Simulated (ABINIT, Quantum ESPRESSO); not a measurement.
An ABINIT input for a self-consistent single point of SiC (P6_3mc, 4 atoms in the cell) (DFT, PBE, plane waves, norm-conserving pseudopotentials (PseudoDojo nc-sr-05 PBE standard)):

```
# SiC, PseudoDojo nc-sr-05 PBE standard
pp_dirpath "./"
pseudos "Si.upf, C.upf"
acell 3*1.0 Angstrom
rprim
         3.0735101508   -0.0000000350    0.0000000000
        -1.5367550451    2.6617378869    0.0000000000
         0.0000000000    0.0000000000    5.0452500000
natom 4
ntypat 2
znucl 14 6
typat 1 1 2 2
xcart
         0.0000000202    1.7744919129    2.5206069000
         1.5367550855    0.8872459390    5.0432319000
         0.0000000202    1.7744919129    4.4166118500
         1.5367550855    0.8872459390    1.8939868500
      Angstrom
ecut 41
occopt 3
tsmear 0.02 eV
nband 13
kptopt 1
ngkpt 6 6 4
nshiftk 1
shiftk 0 0 0
nstep 50
toldfe 1.0e-09
prtwf 0
prtden 0
enunit 1
```

### Question
Translate this input to Quantum ESPRESSO.

### Answer
This is the input that was run; spellings and numerical settings could be chosen otherwise.

```fortran
&control
 calculation = 'scf',
 prefix = 'sic',
 outdir = './tmp',
 pseudo_dir = './',
 tprnfor = .true.,
 tstress = .true.,
/
&system
 ibrav = 4,
 celldm(1) = 5.8080924263,
 celldm(3) = 1.641527033404,
 nat = 4,
 ntyp = 2,
 ecutwfc = 40,
 ecutrho = 200,
 occupations = 'smearing',
 smearing = 'fermi-dirac',
 degauss = 0.00147,
/
&electrons
 conv_thr = 1.0e-11,
/
ATOMIC_SPECIES
Si    28.0850  si_pbe_v1.uspp.F.UPF
C     12.0110  c_pbe_v1.2.uspp.F.UPF
ATOMIC_POSITIONS crystal
Si    0.3333333333    0.6666666667    0.4996000000
Si    0.6666666667    0.3333333333    0.9996000000
C     0.3333333333    0.6666666667    0.8754000000
C     0.6666666667    0.3333333333    0.3754000000
K_POINTS automatic
6 6 4  0 0 0
```

Basis settings and potentials, where a program has them, do not carry over. This input uses DFT, PBE, plane waves, GBRV 1.5 ultrasoft (PBE) pseudopotentials.

The starting cell comes from a database of computed structures (which also holds hypothetical and non-ambient phases and stackings), without a prior relaxation at this level.
